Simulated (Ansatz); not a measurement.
The starting structures come from a database of crystals and need not be the phases stable at ambient conditions.

By PBEsol, the system below comes out a metal.

A figure of merit of an interconnect metal is its ballistic conductance per area.

Here is the system:

```
CELL_PARAMETERS angstrom
      4.46238     0.00000     0.00000
     -2.23119     3.86454     0.00000
      2.23119     1.28818     1.82176
ATOMIC_POSITIONS crystal
  Mg 0.00000 0.00000 0.00000
  Pd 0.00000 0.50000 0.50000
```

The cell is taken as given; by PBEsol it stands under a pressure of -1.2 GPa.

The current flows along the normal of the first two printed cell vectors, the (111) plane of the conventional cell. No spin-orbit coupling; the value is a mean over 0.1 eV about the Fermi level.

Question: Give the ballistic conductance per area that PBEsol (Ansatz, a program for electronic structure) yields.

Answer: 0.99 × 10¹⁵ S/m² for both spins.
